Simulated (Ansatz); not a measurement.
Data:

```
CELL_PARAMETERS angstrom
      0.00000     2.31877     2.31877
      2.31877     0.00000     2.31877
      2.31877     2.31877     0.00000
ATOMIC_POSITIONS crystal
  B  0.00000 0.00000 0.00000
  As 0.25000 0.25000 0.25000
```

No spin polarisation.

Computed with LDA (Ansatz, a program for electronic structure, PAW, no SOC). Γ-centred 12×12×12 mesh, Fermi–Dirac width 0.05 eV.

What is the computed band gap?

1.05 eV.

What pressure does the calculation give?

10.07 GPa.

What electron mass does the calculation give?

0.96 mₑ along k, 0.21 mₑ across (off the special points).

Estimate the hole mass (degenerate bands, along [100]).

0.22, 0.22, 0.26 mₑ (at Γ).

The cells carry an imposed strain or load. Masses are band curvatures over ±0.01 Å⁻¹ around the edge. Along k means along the line from Γ to the band edge. Stability against distortions was not tested. The cell was made from BAs in the zinc blende structure (space group F-43m, No. 216) by this change: isotropic strain −2.00 %.
